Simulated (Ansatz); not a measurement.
Density of states of NbAgSe₂O₇ (Cmcm, 22 atoms in the cell).

```
CELL_PARAMETERS angstrom
      5.52815    -3.98366     0.00000
      5.52815     3.98366     0.00000
      0.00000     0.00000     7.52867
ATOMIC_POSITIONS crystal
  Ag 0.50000 0.50000 0.00000
  Ag 0.50000 0.50000 0.50000
  Nb 0.00000 0.00000 0.50000
  Nb 0.00000 0.00000 0.00000
  Se 0.53111 0.05261 0.25000
  Se 0.46889 0.94739 0.75000
  Se 0.05261 0.53111 0.75000
  Se 0.94739 0.46889 0.25000
  O  0.39790 0.30850 0.25000
  O  0.60210 0.69150 0.75000
  O  0.30850 0.39790 0.75000
  O  0.69150 0.60210 0.25000
  O  0.70200 0.03860 0.43200
  O  0.29800 0.96140 0.93200
  O  0.03860 0.70200 0.56800
  O  0.96140 0.29800 0.06800
  O  0.29800 0.96140 0.56800
  O  0.70200 0.03860 0.06800
  O  0.96140 0.29800 0.43200
  O  0.03860 0.70200 0.93200
  O  0.91270 0.08730 0.75000
  O  0.08730 0.91270 0.25000
```

Method of the run: PBEsol, default PAW files made with PBE (plane waves; Ansatz, an electronic-structure program).

SCF settings: basis.ecutwfc = 420 eV; kpoints.mp_grid.grid = 3 3 3; kpoints.mp_grid.shift = 0.5 0.5 0.5; hamiltonian.xc = pbesol; hamiltonian.pseudopotentials = {kind: paw} (the program's default PAW files); scf.occupations.method = methfessel_paxton; scf.occupations.width = 0.05 eV. Keys of the DOS step: output.dos.nscf_kmesh.grid = 3 3 3.

The starting cell comes from a database of published, mostly measured structures (it also holds non-ambient and calculated ones), without a prior relaxation at this level. Its lattice was rescaled by a random factor within 2.5 % of one.

Total DOS (both spins), as means of the tabulated values in each energy bin; the zero is the program's Fermi level or highest filled level, and the curve is cut to this window:

```
E (eV) | states/eV/cell
    -7.88 | ####### 8.61
    -7.62 |  0.41
    -7.38 | ########## 12.7
    -7.12 | ### 3.84
    -6.88 | ############### 19.3
    -6.62 | ######### 11.8
    -6.38 | ########## 12.9
    -6.12 | #### 5.46
    -5.88 | ######## 10.1
    -5.62 | ######### 11.2
    -5.38 | ####### 9.56
    -5.12 | ######## 10.7
    -4.88 | ##### 6.00
    -4.62 | ######### 11.6
    -4.38 | ########### 13.5
    -4.12 | ############### 19.0
    -3.88 | ########### 14.2
    -3.62 | ############# 16.3
    -3.38 | ################### 24.8
    -3.12 | #################### 26.0
    -2.88 | ################## 23.3
    -2.62 | ######################## 30.9
    -2.38 | ################## 22.6
    -2.12 | ############################## 38.5
    -1.88 | ############ 16.0
    -1.62 | ########## 13.4
    -1.38 |  0.00
    -1.12 | #### 4.86
    -0.88 | ######### 11.1
    -0.62 |  0.00
    -0.38 |  0.00
    -0.12 |  0.00
     0.12 |  0.00
     0.38 |  0.00
     0.62 |  0.00
     0.88 | # 1.87
     1.12 | ######### 11.9
     1.38 | ######## 10.3
     1.62 | ############ 15.5
     1.88 | #### 5.58
     2.12 | ## 3.04
     2.38 | #### 4.86
     2.62 | ### 4.38
     2.88 | ########### 13.9
```

The gap on the SCF mesh is 1.89 eV.

Keys are those of Ansatz 0.2.
